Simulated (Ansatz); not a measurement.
RhSb3: pressure series

Start from RhSb3 (space group Im-3, No. 204; a = 9.248 Å).

Cell and atoms are relaxed at each pressure.

The values are results of DFT with PBEsol, PAW potentials and a 420 eV plane-wave cutoff in Ansatz (a first-principles code), without spin-orbit coupling, not measurements.

Notes on the quantities. enthalpy: H = E + PV relative to the base's energy.

```tsv
case	enthalpy	lattice parameter a
base	–	17.476 bohr
pressure −2 GPa	-0.31 eV/atom	17.598 bohr
pressure −1 GPa	-0.16 eV/atom	17.535 bohr
pressure 0.3 GPa	+0.05 eV/atom	17.459 bohr
pressure 0.7 GPa	+0.11 eV/atom	17.436 bohr
pressure 1.5 GPa	+0.23 eV/atom	17.391 bohr
pressure 3 GPa	+0.46 eV/atom	17.313 bohr
pressure 5 GPa	+0.75 eV/atom	[?]
pressure 7.5 GPa	+1.12 eV/atom	17.106 bohr
pressure 10 GPa	+1.48 eV/atom	17.006 bohr
```

Problem. Fill in the withheld entries from the trend.

Solution. 
- pressure 5 GPa, lattice parameter a: 17.216 bohr

Load acts through the strain it causes; cell and atoms are relaxed under it. Whether these cells are dynamically stable was not tested. Competing high-pressure phases were not computed. All final runs are without spin polarisation.
